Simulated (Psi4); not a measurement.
Psi4 1.11, PBE/def2-svp: Zr(OH)2(OSiH3)2 ([OH][Zr]([OH])([O][SiH3])[O][SiH3]), 15 atoms. The geometry is a generated start, not checked to be a minimum at this level.

| Quantity | Result |
|---|---|
| task | energy |
| method | pbe |
| basis | def2-svp |
| memory | 3 GB |
| maxiter | 100 |
| keys of the molecule block | symmetry c1 |
| scf_type | df (default) |
| guess | auto, which took SAD (default) |
| scf_initial_accelerator | adiis (default) |
| e_convergence | 1e-06 (default) |
| d_convergence | 1e-06 (default) |
| dft_radial_points | 75 (default) |
| dft_spherical_points | 302 (default) |
| effective core potentials | those of the basis set, past Kr |
| basis functions | 163 |
| grid points | 321097 |

```xyz
15

Zr    -0.1087     1.1467    -0.2855
O     -0.1167     2.9911    -0.6893
H     -0.8642     3.6015    -0.6709
O     -0.4978     0.8351     1.5297
H     -0.4733    -0.0432     1.9335
O      1.5386     0.2628    -0.7158
Si     2.3555    -0.4835     0.4438
H      2.6376     0.4732     1.5586
H      3.6074    -0.9730    -0.1462
H      1.5844    -1.6480     0.9824
O     -1.4621     0.1998    -1.2613
Si    -1.9355    -1.2552    -0.7785
H     -0.7588    -2.0984    -0.3925
H     -2.6558    -1.8751    -1.8982
H     -2.8504    -1.1338     0.3903
```

Charge 0 and multiplicity 1 are set for this test and not shown to be the ground state.

One run each on 2 threads. Values of diis_max_vecs tried: 3, 6, 10 (default), 20.

**Question.** How does the count of SCF iterations change with diis_max_vecs, and where is it least?

**Answer.** Fewest SCF iterations, within one of each other: 6 with 12, 10 (default) with 11, 20 with 11. The count rises to 67 at 3. All converge to one solution.

```
diis_max_vecs  SCF iterations            end
-------------  --------------  -------------
3                          67  same solution
6                          12  same solution
10 (default)               11  same solution
20                         11  same solution
```
